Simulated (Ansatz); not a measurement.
Where the default PAW files enter, the runs use the earlier of Ansatz's two default sets.

By PBEsol, the system below comes out a metal.

The ballistic (Sharvin) conductance counts the channels at the Fermi level: G/A = (e²/h) × channels of both spins per area.

Consider the following.

```xyz
6
Lattice="3.5302 0.0000 0.0000 -1.7651 6.7593 0.0000 0.0000 0.0000 3.6721" Properties=species:S:1:pos:R:3 pbc="T T T"
Ti     1.7651     5.3652     2.7541
Ti     0.0000     1.3940     0.9180
Si     1.7651     0.7875     2.7541
Si     0.0000     5.9718     0.9180
Si     0.0000     3.3754     2.7541
Si     1.7651     3.3838     0.9180
```

Space group of this cell: Cmcm. The cell is strained (lengths along the current scaled by 1.03, ions clamped); by PBEsol its mean pressure is -6.5 GPa.

The current flows along the normal of the first two printed cell vectors. No spin-orbit coupling; the value is a mean over 0.1 eV about the Fermi level.

Question: State the ballistic conductance per area according to PBEsol (Ansatz, a first-principles code).

Answer: 0.41 × 10¹⁵ S/m² for both spins.
